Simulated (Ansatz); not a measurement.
The reference is BeTe in the zinc blende structure (space group F-43m, No. 216).

```
BeTe
1.0
    0.00000     2.77712     2.77712
    2.77712     0.00000     2.77712
    2.77712     2.77712     0.00000
Be Te
1 1
Direct
  0.00000   0.00000   0.00000
  0.25000   0.25000   0.25000
```

Cartesian axes are those of the cell as printed.

Method: LDA (Ansatz, a quantum-chemistry and plane-wave program; PAW; 420 eV plane waves; no spin-orbit coupling).

Now apply this change: the cell is compressed by 2.50 % along z with no lateral relaxation; the atoms relax in the strained cell.

Task: Predict the stress tensor and what it implies for the stiffness.

Result: Stress of the strained cell less that of the base (GPa, compression positive):
```
   1.18    0.00    0.00
   0.00    1.18    0.00
   0.00    0.00    2.72
```

Then −Δσ_ii/ε with ε = -0.0250 gives secant stiffness values (nonlinear terms included at this strain): C33 ≈ 109 GPa, C13 ≈ 47 GPa and C23 ≈ 47 GPa.

As a check, the harmonic strain energy −½ V₀ Δσ:ε is 4.5 meV/atom; the computed energy rise is 4.5 meV/atom.

Stability against distortions was not tested.
